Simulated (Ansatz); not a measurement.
Consider Sc-vacancy pair (Sc on one host Al site, one Al site vacant) in fcc Al, neutral cell. The step: a nearby Al atom hops onto the vacant site (Sc-vacancy distance between ideal sites 5.72 → 4.95 Å); the atom moves 2.76 Å along (0.49, 0.00, 0.48) of the unit cell; the moving atom starts with neighbours 4 Al at 2.80, Al at 2.85, 3 Al at 2.87, 2 Al at 2.87, Al at 2.90 Å and ends with 2 Al at 2.77, 2 Al at 2.81, 4 Al at 2.86, 2 Al at 2.89, Al at 2.91 Å. DFT values are from Ansatz (plane-wave PAW, 420 eV unless said) in a cell of 32 host sites, spin-restricted, static, with no finite-size correction. Forms of the defect that were not tried may lie lower. For the PBE band: the saddle point's order was not checked, and it lies on a symmetry element of the cell, where a band can be held.

```tsv
Level	Forward barrier (eV)	Cost of the band or of the saddle's single point
CHGNet universal potential (has no charge state), its own band	0.26	-
PBE, a 4×4×4 k-point mesh shifted by half a step, band relaxed	0.64	roughly 23 core-minutes
PBE, a 6×6×6 k-point mesh shifted by half a step, same geometries	0.65	roughly 4 core-minutes
r2SCAN at 500 eV, a 4×4×4 k-point mesh shifted by half a step, same geometries	?	about 2.7 core-minutes (a rough figure)
```

Q: Some entries are withheld; supply them.

A: 
- r2SCAN at 500 eV, a 4×4×4 k-point mesh shifted by half a step, same geometries, Forward barrier (eV): 0.77

Ansatz is a first-principles code.
